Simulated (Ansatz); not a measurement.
# Input and output of a self-consistent single point for YGe (Cm, 4 atoms in the cell) (Ansatz)

Computed with PBEsol, default PAW files made with PBE (plane waves; Ansatz, a first-principles code).

This input was run:

Ansatz 0.2 input:
```yaml
crystal:
  lattice:
    - [2.147704, -5.378287, 0.000000]
    - [2.147704, 5.378287, 0.000000]
    - [0.000000, 0.000000, 3.966464]
  atoms:
    - { symbol: Y, position: [0.138610, 0.861390, 0.262606] }
    - { symbol: Y, position: [0.861390, 0.138610, 0.750000] }
    - { symbol: Ge, position: [0.415620, 0.584380, 0.250000] }
    - { symbol: Ge, position: [0.584380, 0.415620, 0.750000] }
basis:
  ecutwfc: 420.0 eV
kpoints:
  mp_grid:
    grid: [5, 5, 5]
hamiltonian:
  xc: pbesol
  pseudopotentials:
    kind: paw
scf:
  occupations:
    method: fermi_dirac
    width: 0.1 eV
output:
  forces: true
  eigenvalues: true
  stress: true
```

Output (repeated stretches shortened):

```
WARN ansatz: RAYON_NUM_THREADS=1 ignored (pool sized by the plan → 1); use --threads N
Pseudopotentials: kind: paw
Pseudopotential: Y, paw, valence charge 11
Pseudopotential: Ge, paw, valence charge 14
Crystal: 4 atoms, lattice volume = 91.633 Å³
Basis set: ecut = 420 eV, 1791 PW (Γ), exchange–correlation on 80×80×54 points (8 copies of the dense FFT grid, shifted against one another)
Bands: 30, of which v1, the nominal top of the filled ones, is band 25 counted from 1 (24 counted from 0)
Symmetry: 2 space group operations
Space group: Cm (ITA 8), of the structure as read, at distance tolerance 4.5e-5 Å
k-points: 39 of 125 (time reversal used)
PAW frozen core: Y, regenerated for the run's functional, and the local potential with it
PAW frozen core: Ge, regenerated for the run's functional, and the local potential with it
Initial density: superposition of atomic densities (neutral atoms: chi_scale 0, normalization atom), corrected by the library's trained network
Initial wavefunctions: pseudopotential atomic-orbital guess
Eigensolver: davidson
Functional: x = pbesol(κ = 0.804, μ = 0.12345679012345678), c = pbesol(β = 0.046)
SCF iter   1: F=—  HF=-16101.028048 eV  |F-HF|=—  |Δ(HF+E_count)|=         —  Δρ=2.55e-3  dr2=4.39e-3  ethr=1.77e-3  ⟨swp⟩=5.9  Hψ=4636  notcnv=0
all-band conjugate gradients solve this SCF's bands
preconditioner: auto → Kerker (q_TF=auto, 2.466 Å⁻¹)
SCF iter   2: F=—  HF=-16101.025611 eV  |F-HF|=—  |Δ(HF+E_count)|=   2.44e-3  Δρ=1.43e-3  dr2=1.61e-3  ethr=8.78e-6  ⟨swp⟩=2.0  Hψ=2097  notcnv=0
SCF iter   3: F=—  HF=-16101.025553 eV  |F-HF|=—  |Δ(HF+E_count)|=   5.76e-5  Δρ=5.16e-4  dr2=2.87e-4  ethr=3.22e-6  ⟨swp⟩=2.4  Hψ=1619  notcnv=0
SCF iter   4: F=—  HF=-16101.025508 eV  |F-HF|=—  |Δ(HF+E_count)|=   4.52e-5  Δρ=1.37e-4  dr2=2.29e-5  ethr=5.75e-7  ⟨swp⟩=2.1  Hψ=2068  notcnv=0
SCF iter   5: F=—  HF=-16101.025502 eV  |F-HF|=—  |Δ(HF+E_count)|=   5.74e-6  Δρ=3.93e-5  dr2=1.56e-6  ethr=4.57e-8  ⟨swp⟩=2.6  Hψ=2125  notcnv=0
SCF iter   6: F=—  HF=-16101.025502 eV  |F-HF|=—  |Δ(HF+E_count)|=   6.24e-7  Δρ=1.24e-5  dr2=1.66e-7  ethr=3.13e-9  ⟨swp⟩=2.0  Hψ=2075  notcnv=0
SCF iter   7: F=-16101.025502 eV  HF=-16101.025502 eV  |F-HF|=3.46e-8  |Δ(HF+E_count)|=   1.19e-8  Δρ=3.82e-6  dr2=1.20e-8  ethr=2.00e-10  ⟨swp⟩=4.4  Hψ=3798  notcnv=0
SCF 1 converged in 7 iterations: F = -16101.025502 eV  dr2 = 1.20e-8
SCF converged after 7 iterations
Free energy (F): -16101.025502 eV
Harris-Foulkes:  -16101.025502 eV  (|F-HF|=3.46e-8)
Internal energy: -16100.951664 eV  (E = F + TS)
E sigma→0 (E₀):  -16100.988583 eV
Entropy (-TS):   -0.073838 eV (-18.459 meV/atom)
Fermi energy:    11.158796 eV
--- Per-component energies (eV) ---
  E_band       = -414.152287
  E_kinetic    = 835.965336
  E_local      = -5859.024548  (includes V_loc(G=0)·N_el)
  E_nonlocal   = 941.735294
  E_hartree    = 2465.711916
  E_xc         = -496.068556
  E_vxc        = -529.407708  (∫ρ·V_xc dr)
  E_paw        = -9504.512454  (= ΣΔE_a)
  E_vpaw       = -734.842402  (= ΣTr[D̂ρ^β])
  E_aug_tail   = 0.000631  (compensation charges beyond the density's cutoff)
  E_ewald      = -4486.892700
  E_core_change = 2.133418  (= ΣΔE_core)
  E_smearing   = -0.073838  (= −TS)
  E_closure    = 0.000000  (closes the sum)
  Σ components = -16101.025502   (vs F -16101.025502, Δ=0.00e0)
--- Forces (eV/Å), atoms counted from 1 ---
  atom   1  Y     -0.00000000     0.05935561    -0.29313069
  atom   2  Y      0.00000000    -0.06645471     0.08154236
  atom   3  Ge    -0.00000000    -0.01671911     0.03790464
  atom   4  Ge     0.00000000     0.02384737     0.17368721
  max |Σ_I F_I| component: 2.92e-5 eV/Å
--- Stress (GPa, compression-positive) ---
       -3.219305       0.000000      -0.000000
        0.000000      -3.222806       0.285749
       -0.000000       0.285749      -2.467692
  P = ⅓ Tr σ = -2.9699 GPa (-29.699 kbar)
  The stress holds the Pulay correction. Without it, at fixed plane waves, as pw.x and ABINIT print it: P = -2.9838 GPa
--- Band table (eV; the first three rows and the last of 39) ---
  k-point 0: bands = ["-31.1300", "-31.0827", "-13.0353", "-12.9956", "-12.9344", "-12.9219", "-12.9159", "-12.9107", "-12.8908", "-12.8863", "-12.8622", "-12.8506", "-11.3609", "-11.1814", "-11.1678", "-11.1397", "-11.0272", "-11.0135", "0.4964", [...]
  k-point 1: bands = ["-31.1233", "-31.0849", "-13.0251", "-12.9857", "-12.9468", "-12.9296", "-12.9230", "-12.9223", "-12.8888", "-12.8793", "-12.8649", "-12.8537", "-11.3262", "-11.1987", "-11.1625", "-11.1279", "-11.0757", "-11.0553", "0.8914", [...]
  k-point 2: bands = ["-31.1081", "-31.0928", "-12.9967", "-12.9627", "-12.9589", "-12.9575", "-12.9464", "-12.9390", "-12.8814", "-12.8758", "-12.8656", "-12.8604", "-11.2396", "-11.2335", "-11.1875", "-11.1317", "-11.1276", "-11.1134", "1.9859", [...]
  k-point 38: bands = ["-31.1100", "-31.0982", "-13.0237", "-12.9959", "-12.9449", "-12.9292", "-12.9203", "-12.9169", "-12.8915", "-12.8769", "-12.8671", "-12.8539", "-11.3124", "-11.2290", "-11.2047", "-11.0911", "-11.0902", "-11.0306", "1.2170", [...]
```

The run converged in 7 iterations.

The starting cell comes from a database of computed structures (which also holds hypothetical and non-ambient phases and stackings), without a prior relaxation at this level. Its lattice was rescaled by up to half a per cent. One atom was moved a little off its site on purpose. Ansatz's pressure includes its estimate of the finite-basis (Pulay) stress.
